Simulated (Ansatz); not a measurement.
A computed series for LiF: response to strain

The parent structure is LiF in the rock salt structure (space group Fm-3m, No. 225; a = 4.008 Å). Axes: x, y, z lie along the cube axes.

Strains are applied to the cell and any free atomic positions relax.

Method: PBEsol in Ansatz (plane waves to 420 eV, PAW, scalar-relativistic without spin-orbit coupling).

Notes on the quantities. pressure: mean of the normal stresses, compression positive; energy relative to the base: free energy F.

| variant | band gap | pressure | electron mass | energy relative to the base | volume per atom |
|---|---|---|---|---|---|
| base | 9.05 eV | -0.01 GPa | 0.88 mₑ (at Γ) | 0 meV/atom | 8.05 Å³ |
| tensor shear ε_xy = +0.86 % | 9.00 eV | 0.00 GPa | 0.88 mₑ (at Γ) | +0.4 meV/atom | 8.05 Å³ |
| tensor shear ε_xy = +1.71 % | [?] | 0.02 GPa | [?] | [?] | 8.04 Å³ |
| tensor shear ε_xy = +1.43 % | 8.97 eV | 0.01 GPa | 0.88 mₑ (at Γ) | +1.3 meV/atom | 8.05 Å³ |
| tensor shear ε_xy = +2.00 % | 8.93 eV | 0.03 GPa | – | +2.5 meV/atom | 8.04 Å³ |
| tensor shear ε_xy = +1.14 % | 8.99 eV | 0.01 GPa | 0.88 mₑ (at Γ) | +0.8 meV/atom | 8.05 Å³ |
| tensor shear ε_xy = +0.57 % | 9.02 eV | 0.00 GPa | 0.88 mₑ (at Γ) | +0.2 meV/atom | 8.05 Å³ |
| tensor shear ε_xy = +0.29 % | 9.03 eV | -0.01 GPa | 0.88 mₑ (at Γ) | 0.0 meV/atom | 8.05 Å³ |

What belongs in the blanks?


- tensor shear ε_xy = +1.71 %, band gap: 8.95 eV
- tensor shear ε_xy = +1.71 %, electron mass: 0.89 mₑ (at Γ)
- tensor shear ε_xy = +1.71 %, energy relative to the base: +1.8 meV/atom

Masses are band curvatures over ±0.01 Å⁻¹ around the edge. Whether these cells are dynamically stable was not tested.

Ansatz is a first-principles code.
